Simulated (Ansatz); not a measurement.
Ansatz (a program for electronic structure) run on Tl2Pd3S2 (P1, 7 atoms in the cell): self-consistent single point.

Level of theory: LDA (PW92), default PAW files made with PBE (plane waves; Ansatz).

```yaml
crystal:
  lattice:
    - [2.94769, 1.70185, 4.71071]
    - [-2.94769, 1.70185, 4.71071]
    - [0.00000, -3.40370, 4.71071]
  atoms:
    - { symbol: Tl, position: [0.99540, 0.00156, 0.99881] }
    - { symbol: Tl, position: [0.49194, 0.49344, 0.50506] }
    - { symbol: Pd, position: [0.99919, 0.00336, 0.49571] }
    - { symbol: Pd, position: [0.49283, 0.00581, 0.00871] }
    - { symbol: Pd, position: [0.00580, 0.49347, 0.99424] }
    - { symbol: S, position: [0.72969, 0.72220, 0.71781] }
    - { symbol: S, position: [0.28514, 0.28016, 0.27967] }
```

Reference input (self-consistent single point, DFT, LDA (PW92), plane waves, default PAW files made with PBE): kpoints.mp_grid.grid = 4 4 4; hamiltonian.xc = lda; hamiltonian.pseudopotentials = {kind: paw} (the program's default PAW files); scf.occupations.method = fermi_dirac; scf.occupations.width = 0.0073 Ry. This run's input differs from it in these lines:

Ansatz 0.2 input:
```diff
@@ -20,3 +20,3 @@
 scf:
-  occupations: { method: fermi_dirac, width: 0.0073 Ry }
+  occupations: { method: fermi_dirac, width: 0.0147 Ry }
 output:
```

Log, with long lists cut:

```
SCF iter   1: F=—  HF=-44568.818649 eV  |F-HF|=—  |Δ(HF+E_count)|=         —  Δρ=1.20e-2  dr2=2.28e-1  ethr=1.77e-3  ⟨swp⟩=7.1  Hψ=8563  notcnv=0
all-band conjugate gradients solve this SCF's bands
preconditioner: auto → Kerker (q_TF=auto, 2.539 Å⁻¹)
SCF iter   2: F=—  HF=-44568.774249 eV  |F-HF|=—  |Δ(HF+E_count)|=   4.44e-2  Δρ=5.28e-3  dr2=5.07e-2  ethr=2.48e-4  ⟨swp⟩=1.0  Hψ=2412  notcnv=0
   [... lines left out ...]
SCF iter   5: F=—  HF=-44568.759973 eV  |F-HF|=—  |Δ(HF+E_count)|=   8.51e-5  Δρ=7.63e-5  dr2=1.39e-5  ethr=3.49e-7  ⟨swp⟩=2.2  Hψ=2651  notcnv=0
SCF iter   6: F=—  HF=-44568.759970 eV  |F-HF|=—  |Δ(HF+E_count)|=   2.57e-6  Δρ=2.38e-5  dr2=1.06e-6  ethr=1.51e-8  ⟨swp⟩=2.0  Hψ=2900  notcnv=0
SCF iter   7: F=—  HF=-44568.759970 eV  |F-HF|=—  |Δ(HF+E_count)|=   1.17e-7  Δρ=6.48e-6  dr2=1.12e-7  ethr=1.09e-10  ⟨swp⟩=8.1  Hψ=8687  notcnv=0
SCF iter   8: F=-44568.759970 eV  HF=-44568.759970 eV  |F-HF|=9.87e-9  |Δ(HF+E_count)|=   1.39e-8  Δρ=2.38e-6  dr2=1.58e-8  ethr=1.09e-10  ⟨swp⟩=3.4  Hψ=5683  notcnv=0
SCF 1 converged in 8 iterations: F = -44568.759970 eV  dr2 = 1.58e-8
Free energy (F): -44568.759970 eV
Internal energy: -44568.298525 eV  (E = F + TS)
E sigma→0 (E₀):  -44568.529247 eV
Entropy (-TS):   -0.461445 eV (-65.921 meV/atom)
Fermi energy:    11.701983 eV
--- Forces (eV/Å), atoms counted from 1 ---
  atom   1  Tl     0.03657913    -0.01225778     0.01429787
  atom   2  Tl     0.04921181     0.20866715     0.08855892
  atom   3  Pd    -0.01924653     0.01013242     0.25194341
  atom   4  Pd     0.74497049     0.34170714    -0.37852955
  atom   5  Pd    -0.16308051    -0.13337683     0.31594579
  atom   6  S     -0.33143972    -0.25881896     0.08580076
  atom   7  S     -0.31699792    -0.15605461    -0.37801387
--- Stress (GPa, compression-positive) ---
       -5.266052       0.003429       0.028288
        0.003429      -5.104201       0.141710
        0.028289       0.141710      -4.912032
  P = ⅓ Tr σ = -5.0941 GPa (-50.941 kbar)
  The stress holds the Pulay correction. Without it, at fixed plane waves, as pw.x and ABINIT print it: P = -5.1266 GPa
```

The run converged in 8 iterations. Against the reference run the free energy drops by 26.5 meV/atom, the pressure goes from -5.50 to -5.09 GPa and the largest force goes from 0.920 to 0.903 eV/Å.

The starting cell comes from a database of computed structures (which also holds hypothetical and non-ambient phases and stackings), without a prior relaxation at this level. Its atoms were displaced at random from the sites of space group no. 166. Spin polarisation is off. With a pressure of about -5 GPa the cell is away from its equilibrium volume at this level. Ansatz's pressure includes its estimate of the finite-basis (Pulay) stress.
